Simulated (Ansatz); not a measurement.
## Worked sum: formation energy of Ti3AuC2 (P6₃/mmc) from the elements

We look at the formation energy of Ti3AuC2 (P6₃/mmc) from the elements. Reaction: 2 C (graphite) + Au (fcc) + 3 Ti (hcp) → Ti3AuC2 (P6₃/mmc). The sign is products less reactants. The value is per atom of the solid.

Ti3AuC2 (P6₃/mmc), 12 atoms in the cell; this is a cell from a database of computed structures that this text hasn't matched to a measured one; spin state with PBE: run without spin. Conventional cell: a = 3.047 Å, b = 3.047 Å, c = 18.408 Å, α = 90.00°, β = 90.00°, γ = 120.00°.

Method: Ansatz (an electronic-structure program), PAW, neutral cells at 0 K with nuclei at rest, on structures from PBE+D3(BJ). Ansatz runs with its default PAW set. Other levels take these structures. The lattices are those relaxed with PBE+D3(BJ), so at other levels the solids can be strained. A dispersion term (D3(BJ), or D4 for r2SCAN) was computed beside these levels and is taken off wherever the name lacks it. The runs are scalar-relativistic, without spin-orbit coupling.

Total energies of the cells in eV, at zero smearing width. They compare only within one column; the weights balance every element.

```
cell               atoms  weight           PBE
-----------------  -----  ------  ------------
Ti3AuC2 (P6₃/mmc)     12      +1  -42309.32870
C (graphite)           4      −1   -1003.71719
Au (fcc)               1      −2  -13149.31517
Ti (hcp)               2      −3   -4999.29879
```

PBE: (-42309.32870) − (-1003.71719) − 2 × (-13149.31517) − 3 × (-4999.29879) = -9.085 eV; dividing by 12 atoms gives -0.76 eV/atom.

What follows from the PBE value: A formula unit of Ti3AuC2 has 6 atoms, so it forms with -0.7571 × 6 = -4.543 eV, or -438.3 kJ/mol at 96.485 kJ/mol per eV.
